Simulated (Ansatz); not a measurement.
## Bulk modulus of Ga (model structure, started from the diamond type, Fd-3m, No. 227, 2 atoms in the cell) at several levels of theory

No measured value is used here.

```
level (code)     value (GPa)  cell (Å³/atom)
---------------  -----------  --------------
LDA (Ansatz)            47.9           22.90
PBEsol (Ansatz)         43.6           23.87
r²SCAN (Ansatz)         44.3           24.10
```

LDA, PBEsol, r²SCAN: the bulk modulus is −V dP/dV from two relaxed cells at ±2 % in volume. Each level is taken at its own relaxed cell. Cutoffs differ between the levels. Ansatz's density-functional and Hartree–Fock values are scalar-relativistic unless marked +SOC, with PAW data made under PBE.

A model structure was made by putting elements into a prototype or built by hand; it is no filed structure, need not be a known phase, and can be a saddle point held by its symmetry.

Ansatz is a quantum-chemistry and plane-wave program.
